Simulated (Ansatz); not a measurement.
Start from Hf in the hcp (Mg type) structure (space group P6_3/mmc, No. 194; a = 3.198 Å, c = 5.049 Å; relaxed with 0.1 eV smearing). Axes: x lies along a and z along c of the hexagonal cell.

Calculations: r2SCAN (Ansatz, a quantum-chemistry and plane-wave program), scalar-relativistic without spin-orbit coupling.

Strains are applied to the cell and any free atomic positions relax.

One change was made to it. Results:

```tsv
quantity	base	after
energy relative to the base (free energy F)	0 meV/atom	+5.5 meV/atom
band gap	zero	zero
```

Question: Which of these changes matches the shifts?
A. uniaxial strain ε_zz = +0.50 %
B. uniaxial strain ε_zz = +1.50 %
C. uniaxial strain ε_zz = +3.00 %
D. uniaxial strain ε_zz = +2.00 %
E. uniaxial strain ε_zz = +1.00 %

Answer: D, uniaxial strain ε_zz = +2.00 %. For comparison, the energy relative to the base in the other runs: uniaxial strain ε_zz = +0.50 % gives +0.4 meV/atom; uniaxial strain ε_zz = +3.00 % gives +12 meV/atom; uniaxial strain ε_zz = +1.50 % gives +3.1 meV/atom; uniaxial strain ε_zz = +1.00 % gives +1.4 meV/atom.

Whether these cells are dynamically stable was not tested. The final runs are not spin-polarised.
